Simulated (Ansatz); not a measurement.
Ansatz (a quantum-chemistry and plane-wave program) run on CaI2 (P-3m1, 3 atoms in the cell): self-consistent single point.

Method: PBEsol, PAW files made with PBE (plane waves; Ansatz).

The change in words: lattice scaled by 0.98. Reference geometry:
```
CELL_PARAMETERS angstrom
      4.52897     0.00000     0.00000
     -2.26449     3.92220     0.00000
      0.00000     0.00000     7.20983
ATOMIC_POSITIONS crystal
  Ca 0.00000 0.00000 0.00000
  I  0.33333 0.66667 0.24430
  I  0.66667 0.33333 0.75570
```

Reference input (self-consistent single point, DFT, PBEsol, plane waves, PAW files made with PBE): basis.ecutwfc = 420 eV; kpoints.mp_grid.grid = 5 5 3; hamiltonian.xc = pbesol; hamiltonian.pseudopotentials = {kind: paw} (the program's default PAW files); scf.occupations.method = fixed. This run's input differs from it in these lines:

```diff
@@ -2,5 +2,5 @@
   lattice:
-    - [4.52897000, 0.00000000, 0.00000000]
-    - [-2.26448500, 3.92220300, 0.00000000]
-    - [0.00000000, 0.00000000, 7.20983000]
+    - [4.43839100, 0.00000000, 0.00000000]
+    - [-2.21919500, 3.84375900, 0.00000000]
+    - [0.00000000, 0.00000000, 7.06563300]
   atoms:
```

Output, abridged:

```
SCF iter   1: F=—  HF=-16668.022791 eV  |F-HF|=—  |Δ(HF+E_count)|=         —  Δρ=7.72e-2  dr2=2.59e1  ethr=3.10e-3  ⟨swp⟩=7.4  Hψ=1440  notcnv=0  defer=29
all-band conjugate gradients solve this SCF's bands
preconditioner: auto → Resta (q_TF=auto, 2.306 Å⁻¹)
SCF iter   2: F=—  HF=-16663.462240 eV  |F-HF|=—  |Δ(HF+E_count)|=    4.56e0  Δρ=1.22e-2  dr2=5.61e-1  ethr=3.10e-3  ⟨swp⟩=7.2  Hψ=1099  notcnv=0  defer=27
   [... lines left out ...]
SCF iter   7: F=—  HF=-16663.386121 eV  |F-HF|=—  |Δ(HF+E_count)|=   2.31e-4  Δρ=6.40e-5  dr2=1.41e-5  ethr=2.32e-7  ⟨swp⟩=2.4  Hψ=475  notcnv=0  defer=35
SCF iter   8: F=—  HF=-16663.386128 eV  |F-HF|=—  |Δ(HF+E_count)|=   7.20e-6  Δρ=3.00e-5  dr2=2.22e-6  ethr=3.20e-8  ⟨swp⟩=2.0  Hψ=589  notcnv=0  defer=34
SCF iter   9: F=—  HF=-16663.386134 eV  |F-HF|=—  |Δ(HF+E_count)|=   6.11e-6  Δρ=8.08e-6  dr2=1.67e-7  ethr=5.04e-9  ⟨swp⟩=2.7  Hψ=572  notcnv=0  defer=34
SCF iter  10: F=-16663.386135 eV  HF=-16663.386135 eV  |F-HF|=3.16e-8  |Δ(HF+E_count)|=   3.98e-7  Δρ=3.66e-6  dr2=2.16e-8  ethr=2.27e-10  ⟨swp⟩=15.6  Hψ=2217  notcnv=0
SCF 1 converged in 10 iterations: F = -16663.386135 eV  dr2 = 2.16e-8
Free energy (F): -16663.386135 eV
Internal energy: -16663.386135 eV  (E = F + TS)
E sigma→0 (E₀):  -16663.386135 eV
Fermi energy:    4.134195 eV
--- Forces (eV/Å), atoms counted from 1 ---
  atom   1  Ca    -0.00000000    -0.00000000     0.00000000
  atom   2  I      0.00000000    -0.00000000     0.12365698
  atom   3  I     -0.00000000     0.00000000    -0.12365698
--- Stress (GPa, compression-positive) ---
        0.334662      -0.000000       0.000000
       -0.000000       0.334662      -0.000000
        0.000000      -0.000000       0.531493
  P = ⅓ Tr σ = 0.4003 GPa (4.003 kbar)
  The stress holds the Pulay correction. Without it, at fixed plane waves, as pw.x and ABINIT print it: P = 0.3897 GPa
```

The run converged in 10 iterations. Against the reference run the free energy drops by 4.9 meV/atom, the pressure goes from -0.95 to 0.40 GPa, the largest force goes from 0.145 to 0.124 eV/Å and the gap on the mesh goes from 3.644 to 3.574 eV.

The starting cell comes from a database of computed structures (which also holds hypothetical and non-ambient phases and stackings), without a prior relaxation at this level. For this run, on top of that: lattice scaled by 0.98. Spin-orbit coupling is off. Ansatz's pressure includes its estimate of the finite-basis (Pulay) stress.

Keys are those of Ansatz 0.2.
